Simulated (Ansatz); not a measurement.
The reference is Nb in the bcc (W type) structure (space group Im-3m, No. 229; a = 3.2484 Å; relaxed with 0.1 eV smearing). Axes: x, y, z lie along the cube axes.

Method: LDA (Ansatz, a first-principles code), scalar-relativistic without spin-orbit coupling.

Strains are applied to the cell and any free atomic positions relax; under biaxial strain the out-of-plane vector relaxes too.

One change was made to it. Results:

The energy increases by 0.7 meV/atom; the volume per atom shrinks by 0.08 Å³, from 17.14 Å³ to 17.06 Å³.

Problem. What was done to the base?
A) biaxial strain −2.50 %, plane normal [001], relaxed out of plane
B) biaxial strain −0.50 %, plane normal [001], relaxed out of plane
C) biaxial strain +0.50 %, plane normal [001], relaxed out of plane
D) biaxial strain −1.00 %, plane normal [001], relaxed out of plane
E) biaxial strain +1.00 %, plane normal [001], relaxed out of plane

Solution. B, biaxial strain −0.50 %, plane normal [001], relaxed out of plane. For comparison, the volume per atom in the other runs: biaxial strain −1.00 %, plane normal [001], relaxed out of plane gives 16.98 Å³; biaxial strain +1.00 %, plane normal [001], relaxed out of plane gives 17.29 Å³; biaxial strain +0.50 %, plane normal [001], relaxed out of plane gives 17.22 Å³; biaxial strain −2.50 %, plane normal [001], relaxed out of plane gives 16.72 Å³.

No phonon test of stability was made. All final runs are without spin polarisation.
